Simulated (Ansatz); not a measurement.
Ansatz (a program for electronic structure) is run on Cu10Pb2Se4Cl7O16 (C2/m, 39 atoms in the cell), and the run fails. The aim is a self-consistent single point with DFT, LDA (PW92), plane waves, default PAW files made with PBE.

Cell that was meant: a = 9.6462 Å, b = 9.6462 Å, c = 12.4664 Å, α = 108.81°, β = 108.81°, γ = 36.88°.

Part of the input:

Ansatz 0.2 input:
```yaml
kpoints:
  mp_grid: { grid: [2, 2, 1] }
hamiltonian:
  xc: hse
  pseudopotentials: { kind: paw }
scf:
  occupations: { method: fermi_dirac, width: 0.1 eV }
```

Output, abridged:

```
Error: YAML parse error: error: line 49 column 7: hamiltonian.xc: unknown variant `hse`, expected one of `lda`, `lda-pw`, `pw92`, `pbe`, `pbesol`, `rpbe`, `revpbe`, `blyp`, `pbe0`, `revpbe0`, `b3lyp`, `b3lyp5`, `hse06`, `wpbeh`, `hiss`, `lc_wpbe`, `cam_b3lyp`, `hf`, `r2scan`, `r2scanh`, `r2scan0`, `r2scan50`, `mr2scan`
  --> <input>:49:7
   |
47 |   mp_grid: { grid: [2, 2, 1] }
48 | hamiltonian:
49 |   xc: hse
   |       ^ hamiltonian.xc: unknown variant `hse`, expected one of `lda`, `lda-pw`, `pw92`, `pbe`, `pbesol`, `rpbe`, `revpbe`, `blyp`, `pbe0`, `revpbe0`, [...]
50 |   pseudopotentials: { kind: paw }
51 | scf:
   |
```

Problem. Read the log: what does the program object to, and what is the fix?

Solution. The fault is a value that the program does not know. The key takes a closed list of words, and names differ between codes. To fix it, use one of the words that the key accepts. The program stopped before any SCF iteration.

An input that runs soundly differs in these lines (not the only fix; some lines may just follow from the change or write a value another way):
```diff
-  xc: hse
+  xc: lda
```

With that input, the run converged in 15 iterations: free energy E − TS (on the zero of these files) -126472.9901 eV; Fermi level (on the code's own zero) 6.20 eV; pressure 1.30 GPa; largest force (vector length) 2.387 eV/Å (DFT, LDA (PW92), plane waves, default PAW files made with PBE).

On the sound input: the starting cell comes from a database of published, mostly measured structures (it also holds non-ambient and calculated ones), without a prior relaxation at this level. Its lattice was rescaled by a random factor within 2.5 % of one. Spin polarisation is off; with an odd number of electrons in the cell that forces a metal, and a magnetic state may lie lower. Forces in this geometry exceed 1 eV/Å. Ansatz's pressure includes its estimate of the finite-basis (Pulay) stress. Without a gap this mesh is coarse (it stands for a supercell whose shortest vector is 12 Å).
